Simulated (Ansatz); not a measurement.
**Step by step: reaction energy**

This concerns the reaction energy. Reaction: Sb (R-3m) + 3/2 H2 (gas) → SbH3 (gas). The sign is products less reactants.

Setting: static, neutral cells in Ansatz (PAW) whose structures rest at the PBE+D3(BJ) level. Ansatz (a program for electronic structure) runs with its default PAW set. Other levels take these structures. The lattices are those relaxed with PBE+D3(BJ), so at other levels the solids can be strained, which adds to the spread. A dispersion term (D3(BJ), or D4 for r2SCAN) was computed beside these levels and is taken off wherever the name lacks it. The runs are scalar-relativistic, without spin-orbit coupling.

Total energies of the cells in eV, at zero smearing width. They compare only within one column; the weights balance every element.

```csv
cell,atoms,weight,PBE,PBEsol
Sb (R-3m),2,−1,-12968.94993,-12816.17335
SbH3 (gas),4,+2,-6531.03725,-6453.72843
H2 (gas),2,−3,-31.74439,-31.21753
```

PBE: − (-12968.94993) + 2 × (-6531.03725) − 3 × (-31.74439) = 2.109 eV; dividing by 2 gives 1.05 eV.

PBEsol: − (-12816.17335) + 2 × (-6453.72843) − 3 × (-31.21753) = 2.369 eV; dividing by 2 gives 1.18 eV.

What follows from the PBE value: Per mole of the reaction as written, 1.054 eV × 96.485 = 101.7 kJ.
